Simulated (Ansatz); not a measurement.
# CdO (model structure, started from the WC type, P-6m2, No. 187, 2 atoms in the cell): properties by level of theory

```
level (code)         lattice constant a (Å)  lattice parameter c (Å)
-------------------  ----------------------  -----------------------
PBE (Ansatz)                          3.255               (withheld)
PBEsol (Ansatz)                  (withheld)                    2.935
PBE-D3(BJ) (Ansatz)                   3.220               (withheld)
```

Question: Fill in the missing entries.

Answer: 
- PBE (Ansatz, an electronic-structure program), lattice parameter c (Å): 2.979
- PBEsol (Ansatz), lattice constant a (Å): 3.196
- PBE-D3(BJ) (Ansatz), lattice parameter c (Å): 2.960

Ansatz's density-functional and Hartree–Fock values are scalar-relativistic unless marked +SOC, with PAW data made under PBE.

Static lattice: no zero-point or thermal effects.

A model structure was made by putting elements into a prototype or built by hand; it is no filed structure, need not be a known phase, and can be a saddle point held by its symmetry.
